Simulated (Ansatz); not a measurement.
How the formation enthalpy of fluorite HfO2 (high-temperature phase) moves with the method

No measured value is used here.

```tsv
level (code)	value (eV/atom)
LDA (Ansatz)	-3.807
PBE (Ansatz)	-3.370
PBE-D4 (Ansatz)	-3.491
r²SCAN (Ansatz)	-3.721
HSE06 (Ansatz)	-3.562
```

Density-functional levels without +SOC have no spin–orbit coupling, which shifts binding energies of heavy elements. LDA, PBE, PBE-D4, r²SCAN, HSE06: symmetry holds this phase in the static calculation, where it need not be a minimum. HSE06: hybrids on metals are sensitive to the k mesh and can open a false gap. Each level is taken at its own relaxed cell. Ansatz's density-functional and Hartree–Fock values are scalar-relativistic unless marked +SOC, with PAW data made under PBE.

Ansatz is an electronic-structure program.
